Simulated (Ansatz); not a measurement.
H2O on the 1x1 (110) surface of zinc-blende InP (cut with top plane In + P), one in a 2x1 cell, energies for each (50.2 Å²). Energies are against H2O(g), without zero-point or thermal terms; each row is named by its start.

Host crystal: zinc-blende InP, with a band gap (PBE, scalar-relativistic without spin-orbit coupling).

Computed with PBE (plane waves to 420 eV, PAW; Ansatz, a program for electronic structure).

Set-up: 23 atoms, 8.9 Å thick at the start under the adsorbate (thin: gaps and levels are the slab's own); mesh 3x4x1; 0.01 eV smearing; dipole correction on; 8 atoms held, the rest relaxed; each run with such symmetry as its start has; no spin, no spin-orbit, no U, no dispersion correction.

A negative adsorption energy means that the adsorbate is more stable on the surface than in its reference. Starts that drift may end in the same place. Heights count from the host atoms within 0.3 Å of the top one.

```json
[
 {"starting site": "top P", "E_ads (eV)": "…", "height (Å)": "3.15", "nearest host atom (Å)": "P 3.39", "bonded to": "none within bonding distance", "change of the vacuum step (eV)": "0.12", "lateral drift (Å)": "1.2"},
 {"starting site": "top In", "E_ads (eV)": "-0.58", "height (Å)": "1.23", "nearest host atom (Å)": "In 2.45", "bonded to": "In", "change of the vacuum step (eV)": "-0.60", "lateral drift (Å)": "1.9"},
 {"starting site": "hollow In-In-P-P", "E_ads (eV)": "-0.58", "height (Å)": "1.23", "nearest host atom (Å)": "In 2.45", "bonded to": "In", "change of the vacuum step (eV)": "-0.58", "lateral drift (Å)": "1.6"},
 {"starting site": "hollow beside P", "E_ads (eV)": "-0.58", "height (Å)": "1.23", "nearest host atom (Å)": "In 2.45", "bonded to": "In", "change of the vacuum step (eV)": "-0.57", "lateral drift (Å)": "2.4"},
 {"starting site": "bridge In-P (span 5.2 Å)", "E_ads (eV)": "-0.69", "height (Å)": "…", "nearest host atom (Å)": "In 2.44", "bonded to": "In", "change of the vacuum step (eV)": "-0.09", "lateral drift (Å)": "1.1"}
]
```

**Question.** What belongs in the gaps?

**Answer.** 
- top P, E_ads (eV): -0.13
- bridge In-P (span 5.2 Å), height (Å): 1.12
